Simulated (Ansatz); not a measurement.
**A computed series for Pd: pressure series**

The reference is Pd in the fcc (Cu type) structure (space group Fm-3m, No. 225; a = 3.943 Å).

Cell and atoms are relaxed at each pressure.

All numbers come from PBE (Ansatz, a quantum-chemistry and plane-wave program), spin-orbit coupling left out.

Notes on the quantities. enthalpy: H = E + PV relative to the base's energy.

| variant | shortest interatomic distance | density | enthalpy |
|---|---|---|---|
| base | 278.8 pm | 11.53 g/cm³ | – |
| pressure −2 GPa | 280.0 pm | 11.39 g/cm³ | -0.19 eV/atom |
| pressure −1 GPa | 279.4 pm | 11.46 g/cm³ | -0.10 eV/atom |
| pressure 3 GPa | 277.2 pm | 11.73 g/cm³ | +0.28 eV/atom |
| pressure 7 GPa | 275.3 pm | 11.98 g/cm³ | +0.66 eV/atom |
| pressure 15 GPa | ___ | ___ | +1.38 eV/atom |
| pressure 30 GPa | 267.3 pm | 13.09 g/cm³ | +2.68 eV/atom |
| pressure 50 GPa | 262.4 pm | 13.83 g/cm³ | +4.31 eV/atom |
| pressure 75 GPa | 257.7 pm | 14.60 g/cm³ | +6.25 eV/atom |
| pressure 100 GPa | 254.0 pm | 15.25 g/cm³ | +8.10 eV/atom |

Question: Complete the table.

Answer: 
- pressure 15 GPa, shortest interatomic distance: 272.1 pm
- pressure 15 GPa, density: 12.41 g/cm³

Load acts through the strain it causes; cell and atoms are relaxed under it. Stability against distortions was not tested. Competing high-pressure phases were not computed. All final runs are without spin polarisation.
